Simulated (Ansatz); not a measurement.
## Point defect Al on the B site (Al_B) in zinc-blende BN

Level of theory: PBE, PAW (plane waves to 420 eV; Ansatz, a program for electronic structure). The supercell holds 64 host sites (2×2×2 repeats of the unit cell), with a 2×2×2 shifted k-point sampling for the final energies. Site at the start: the B site. Energies of charged states are corrected for periodic images (point charge plus alignment at distant sites). Dielectric constants: PBE linear response of the host. Host gap at this level: 4.46 eV. A cell of this size leaves errors of a few tenths of an eV. The semilocal functional narrows the gap, so deep levels can fall outside it. Spin–orbit coupling is left out. Each state is the lowest found from its start.

Formation energies E_f are given with the Fermi level at the valence-band maximum. Chemical conditions: B-rich (Δμ(B) = 0.00 eV, Δμ(Al) = -0.39 eV, bounded by wurtzite AlN; only phases computed here count, gases as isolated molecules at 0 K); N-rich (Δμ(B) = -2.35 eV, Δμ(Al) = -2.74 eV, bounded by wurtzite AlN; only phases computed here count, gases as isolated molecules at 0 K). Reference phases: Al: fcc Al, B: alpha boron.

```tsv
charge	moment (μB)	largest move off a lattice site (Å)	image correction with alignment (eV)	E_f, B-rich (eV)	E_f, N-rich (eV)
+1*	fractional	0.20	–	–	–
0	not spin-polarised	0.18	0.00	2.99	2.99
−1*	1.0	0.19	–	–	–
```

* At this level the carrier isn't localised at the defect: at charge +1 holes occupy the valence band; at charge −1 electrons occupy the conduction band. Such a state is shallow or no state of the defect, and this cell gives it no level.

Starting moments that weren't kept: charge +1 began with 1 μB and ended with 0.5.

Flagged in the runs: a doubtful potential alignment.
